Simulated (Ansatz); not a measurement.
For CsCl-type KI (model structure), LDA (Ansatz, a quantum-chemistry and plane-wave program, plane waves, PAW) gives:

lattice constant a: 4.122 Å
formation enthalpy: -1.460 eV/atom

Q: What does r²SCAN (plane waves, PAW; Ansatz) give for the same quantities?

A: 
- lattice constant a: 4.292 Å (rises by 4.1 %)
- formation enthalpy: -1.650 eV/atom (moves by -0.190 eV/atom)

Changes are worked out from the printed values.

Unless a cell is named, each level is at its own relaxed cell (LDA 35.01, r²SCAN 39.53 Å³/atom).

Levels without +SOC leave out spin–orbit coupling, which shifts energies and cells of such heavy elements.

Ansatz's density-functional and Hartree–Fock values are scalar-relativistic unless marked +SOC, with PAW data made under PBE.

A model structure was made by putting elements into a prototype or built by hand; it is no filed structure, need not be a known phase, and can be a saddle point held by its symmetry.
